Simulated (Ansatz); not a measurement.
System: BN (Cm, No. 8, 8 atoms in the cell; start mp-1599; a measured phase of this formula has another space group). Method: PBE0 (Ansatz, a first-principles code, PAW).

Numerical settings: plane-wave cutoff 460 eV, 8×8×6 k mesh (along the axes of the cell as run), Fermi–Dirac smearing 0.01 eV, scalar-relativistic PAW data made under PBE.

The cell is the one relaxed with PBEsol. Conventional cell: a = 13.0401 Å, b = 2.5032 Å, c = 4.3705 Å, α = 90.00°, β = 90.98°, γ = 90.00°.

```yaml
crystal:
  lattice:
    - [6.51998, -1.25160, -0.02616]
    - [6.51998, 1.25160, -0.02616]
    - [-0.05718, 0.00000, 4.37013]
  atoms:
    - { symbol: B, position: [0.00010, 0.00010, 0.99917] }
    - { symbol: B, position: [0.20000, 0.20000, 0.42810] }
    - { symbol: B, position: [0.86585, 0.86585, 0.37973] }
    - { symbol: B, position: [0.53155, 0.53155, 0.49865] }
    - { symbol: N, position: [0.98080, 0.98080, 0.34298] }
    - { symbol: N, position: [0.50624, 0.50624, 0.84285] }
    - { symbol: N, position: [0.64678, 0.64678, 0.44493] }
    - { symbol: N, position: [0.31227, 0.31227, 0.39219] }
```

Task: List the 22 lowest band energies at Γ above −25 eV (eV, relative to the valence band maximum), grouping those that round alike.

Result: At Γ: -21.38, -19.23, -18.05, -17.26, -10.98, -8.98, -8.19, -5.39, -5.31, -5.02, -4.55, -3.77, -3.56, -2.02, -1.62, -1.56, 5.80, 7.61, 8.80, 10.32, 10.96, 11.65.

Note: the run warned that its exchange threshold was loose for the stress; cell and atoms aren't relaxed at this level (pressure -2.2 GPa).

A start named mp-… is a Materials Project structure, which need not be a measured phase.
